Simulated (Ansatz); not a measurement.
Start from BaTiO$_{3}$ (space group R3m, No. 160; a = 5.635 Å, c = 6.926 Å (hexagonal axes)).

Level of theory: DFT with PBEsol, PAW potentials and a 420 eV plane-wave cutoff in Ansatz (a quantum-chemistry and plane-wave program), no spin-orbit coupling, earlier PAW set.

Before the change:

```
Property           Result
---------------  --------
Volume per atom  12.70 Å³
```

Perturbation: a hydrostatic pressure of 5 GPa.

Problem. How does this affect the volume per atom?

Solution. The volume per atom drops by 0.45 Å³, from 12.70 Å³ to 12.25 Å³.

Load acts through the strain it causes; cell and atoms are relaxed under it. Whether these cells are dynamically stable was not tested. No other phases were tried under pressure. All final runs are without spin polarisation. This is not the structure that BaTiO3 has at room temperature and ambient pressure.
